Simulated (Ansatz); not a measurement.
The starting structures come from a database of crystals and need not be the phases stable at ambient conditions.

**Evanescent states of Ta$_{2}$O$_{5}$ (I4/mmm, not sure to be the ambient phase, 7 atoms a cell, 19.3 Å³ an atom, -4 GPa at this level) along the normal of (100)**

Level of theory: r2SCAN (plane waves, PAW; Ansatz, an electronic-structure program).

The gap is the functional's own. No spin-orbit coupling. Mid-gap values are interpolated on the energy grid.

Energies count from the valence-band top; κ is the least over a 6×4 mesh across the current.

```tsv
E (eV)	κ (1/Å)	where
0.06	0.120	Γ
0.17	0.199	Γ
0.28	0.240	Γ
0.39	0.242	Γ
0.49	0.242	Γ
0.60	0.242	Γ
0.71	[?]	Γ
0.82	[?]	Γ
0.94	[?]	Γ
1.04	[?]	Γ
1.16	[?]	Γ
1.26	[?]	Γ
1.38	[?]	Γ
1.49	[?]	Γ
1.59	[?]	Γ
1.71	0.165	Γ
1.81	0.145	Γ
1.93	0.118	Γ
2.04	0.079	Γ
```

**Question.** What belongs in the gaps?

**Answer.** 
- 0.71, κ (1/Å): 0.241
- 0.82, κ (1/Å): 0.238
- 0.94, κ (1/Å): 0.235
- 1.04, κ (1/Å): 0.230
- 1.16, κ (1/Å): 0.224
- 1.26, κ (1/Å): 0.216
- 1.38, κ (1/Å): 0.207
- 1.49, κ (1/Å): 0.195
- 1.59, κ (1/Å): 0.182
